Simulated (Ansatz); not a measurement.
An Ansatz (a program for electronic structure) input (PBE (Ansatz, PAW, without spin-orbit coupling), earlier PAW set):

Ansatz 0.2 input:
```yaml
crystal:
  lattice:
    - [3.015925058, 0, 0]
    - [-1.507962529, 2.6118677161, 0]
    - [0, 0, 5.8216352936]
  atoms:
    - { symbol: Cd, position: [0.3333333333, 0.6666666667, 0.75] }
    - { symbol: Cd, position: [0.6666666667, 0.3333333333, 0.25] }
basis: { ecutwfc: 420, ecutrho_ratio: 4, xc_grid: 2, fft_grid_basis: typed }
kpoints: { mp_grid: { grid: [18, 18, 8] } }
hamiltonian:
  xc: pbe
  dispersion: none
  pseudopotentials: { azcp: { folder: ./paw }, kind: paw }
scf: { occupations: { method: fermi_dirac, width: 0.05 } }
relax: { f_tol: 0.01, max_steps: 60, cell: { stress_tol: 0.02, p_target: 0.3 } }
output: { forces: true, stress: true }
checkpoint: { write: state.ck, write_every: 1000 }
```

Problem. Which symmetry and how many k-points will the program report, and about how many plane waves at Γ?

Solution. Space group P63/mmc (ITA 194) with 24 operations, k-points 185 of 2592, and 859 plane waves at Γ.

Problem. And the final pressure?

Solution. 0.30 GPa (compression positive).

Load acts through the strain it causes; cell and atoms are relaxed under it. Stability against distortions was not tested. The cell was made from Cd in the hcp (Mg type) structure (space group P6_3/mmc, No. 194) by this change: pressure 0.3 GPa.
